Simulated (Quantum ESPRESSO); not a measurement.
Worked example: self-consistent single point of Ag2O (Pn-3m, 6 atoms in the cell) in Quantum ESPRESSO.

Level of theory: PBE, PseudoDojo standard norm-conserving (PBE) pseudopotentials (plane waves; Quantum ESPRESSO 7.5).

The change in words: lattice scaled by 0.98. Reference geometry:
```xyz
6
Lattice="4.8435 0.0000 0.0000 0.0000 4.8435 0.0000 0.0000 0.0000 4.8435" Properties=species:S:1:pos:R:3 pbc="T T T"
Ag     3.6326     1.2109     3.6326
Ag     1.2109     3.6326     3.6326
Ag     3.6326     3.6326     1.2109
Ag     1.2109     1.2109     1.2109
O      0.0000     0.0000     0.0000
O      2.4218     2.4218     2.4218
```

Reference input (self-consistent single point, DFT, PBE, plane waves, PseudoDojo standard norm-conserving (PBE) pseudopotentials): ecutwfc = 85 Ry; occupations = smearing; smearing = fermi-dirac; degauss = 0.0036749 Ry; potentials = {Ag: Ag.upf, O: O.upf}; K_POINTS = automatic 5 5 5 0 0 0; conv_thr = 1e-11 Ry; mixing_beta = 0.3. This run's input differs from it in these lines:

```diff
@@ -10,3 +10,3 @@
   ibrav = 1
-  celldm(1) = 9.152926279
+  celldm(1) = 8.969868509
   nat = 6
@@ -26,8 +26,8 @@
 ATOMIC_POSITIONS {angstrom}
-Ag    3.632640000    1.210880000    3.632640000
-Ag    1.210880000    3.632640000    3.632640000
-Ag    3.632640000    3.632640000    1.210880000
-Ag    1.210880000    1.210880000    1.210880000
+Ag    3.559987500    1.186662500    3.559987500
+Ag    1.186662500    3.559987500    3.559987500
+Ag    3.559987500    3.559987500    1.186662500
+Ag    1.186662500    1.186662500    1.186662500
 O     0.000000000    0.000000000    0.000000000
-O     2.421760000    2.421760000    2.421760000
+O     2.373325000    2.373325000    2.373325000
 K_POINTS {automatic}
```

Log, with long lists cut:

```
     Self-consistent Calculation

     iteration #  1     ecut=    85.00 Ry     beta= 0.30

     total energy              =   -1305.76665804 Ry
     estimated scf accuracy    <       1.19444323 Ry

     iteration #  2     ecut=    85.00 Ry     beta= 0.30

     total energy              =   -1306.01755413 Ry
     estimated scf accuracy    <       0.04537079 Ry

     iteration #  3     ecut=    85.00 Ry     beta= 0.30

     total energy              =   -1306.01847539 Ry
     estimated scf accuracy    <       0.01263312 Ry

   [... 8 blocks of this kind left out ...]

     iteration # 12     ecut=    85.00 Ry     beta= 0.30

     total energy              =   -1306.01898175 Ry
     estimated scf accuracy    <          2.1E-10 Ry

     iteration # 13     ecut=    85.00 Ry     beta= 0.30
     End of self-consistent calculation

     the Fermi energy is    10.7514 ev

!    total energy              =   -1306.01898175 Ry
     estimated scf accuracy    <          5.0E-12 Ry
     smearing contrib. (-TS)   =      -0.00019413 Ry
     internal energy E=F+TS    =   -1306.01878762 Ry

     convergence has been achieved in  13 iterations

     Forces acting on atoms (cartesian axes, Ry/au):

     atom    1 type  1   force =     0.00000000   -0.00000000   -0.00000000
   [... zero for the other atoms too ...]

     Total force =     0.000000     Total SCF correction =     0.000000

          total   stress  (Ry/bohr**3)                   (kbar)     P=       32.44
   0.00022051   0.00000000   0.00000000           32.44        0.00        0.00
   0.00000000   0.00022051   0.00000000            0.00       32.44        0.00
   0.00000000   0.00000000   0.00022051            0.00        0.00       32.44

   JOB DONE.
```

The run converged in 13 iterations. Against the reference run the free energy rises by 6.1 meV/atom and the pressure goes from -1.28 to 3.24 GPa.

The starting cell has typed, rounded lattice constants, without a prior relaxation at this level. Its lattice was rescaled by a random factor within 2.5 % of one. For this run, on top of that: lattice scaled by 0.98. With a pressure of about 3 GPa the cell is away from its equilibrium volume at this level. The run gives no clean gap (levels at the Fermi energy touch, overlap or are partly filled at this smearing), which alone does not show that the compound is a metal.

Cost on one core of a shared machine: roughly 2 min.
